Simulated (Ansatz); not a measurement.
## CdSe: response to strain

Base system: CdSe in the wurtzite structure (space group P6_3mc, No. 186; a = 4.383 Å, c = 7.154 Å). Axes: x lies along a and z along c of the hexagonal cell.

Strains are applied to the cell and any free atomic positions relax; under biaxial strain the out-of-plane vector relaxes too.

Calculations: DFT with PBE, PAW potentials and a 420 eV plane-wave cutoff in Ansatz (a quantum-chemistry and plane-wave program), no spin-orbit coupling.

```json
[
 {"biaxial strain, plane normal [001], relaxed out of plane (%)": "-3", "out-of-plane strain (%)": "2.54"},
 {"biaxial strain, plane normal [001], relaxed out of plane (%)": "-2.4", "out-of-plane strain (%)": "2.03"},
 {"biaxial strain, plane normal [001], relaxed out of plane (%)": "-1.8", "out-of-plane strain (%)": "?"},
 {"biaxial strain, plane normal [001], relaxed out of plane (%)": "-1.2", "out-of-plane strain (%)": "1.02"},
 {"biaxial strain, plane normal [001], relaxed out of plane (%)": "-0.6", "out-of-plane strain (%)": "0.51"},
 {"biaxial strain, plane normal [001], relaxed out of plane (%)": "0", "out-of-plane strain (%)": "0.00"}
]
```

Task: Fit ε⊥ = −νε + γε² (strains in %) to the rows shown and predict the withheld row.

Result: Least squares on the printed values gives ν = 0.85 (the biaxial Poisson response) and γ = -0.001 (largest residual 0.00 %); this predicts 1.53 %, and the run gives 1.52 %, in agreement.

Whether these cells are dynamically stable was not tested.
